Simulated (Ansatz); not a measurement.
Take SrZrO$_{3}$ in the cubic perovskite structure (space group Pm-3m, No. 221; a = 4.1299 Å) as the base.

All numbers come from PBEsol (Ansatz, a quantum-chemistry and plane-wave program; PAW; 420 eV plane waves; no spin-orbit coupling).

Before the change:

```
Item                   Value
-------------------  -------
Lattice parameter a  4.130 Å
```

Perturbation: a hydrostatic pressure of 0.3 GPa.

Q: Predict the new lattice parameter a.

A: The lattice parameter a falls by 0.002 Å (4.130 Å → 4.128 Å).

Load acts through the strain it causes; cell and atoms are relaxed under it. Stability against distortions was not tested. Many cubic perovskites are stable only at high temperature; tilts and polar distortions were not tested.
